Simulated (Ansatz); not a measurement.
Base system: Al2Au (space group Fm-3m, No. 225; a = 6.003 Å; relaxed with 0.1 eV smearing). Axes: x, y, z lie along the cube axes.

The values are results of PBEsol/PAW in Ansatz (a quantum-chemistry and plane-wave program), no SOC, not measurements.

Before the change:

```
Item                            Result
-----------------------------  -------
Shortest interatomic distance  2.599 Å
```

Now apply this change: a pure shear with ε_xy = ε_yx = 0.0143, atoms relaxed at fixed cell.

Q: Predict the new energy relative to the base and shortest interatomic distance.

A: The energy rises by 2.5 meV/atom; the shortest interatomic distance drops by 0.009 Å to 2.590 Å.

The cells carry an imposed strain or load. Whether these cells are dynamically stable was not tested.
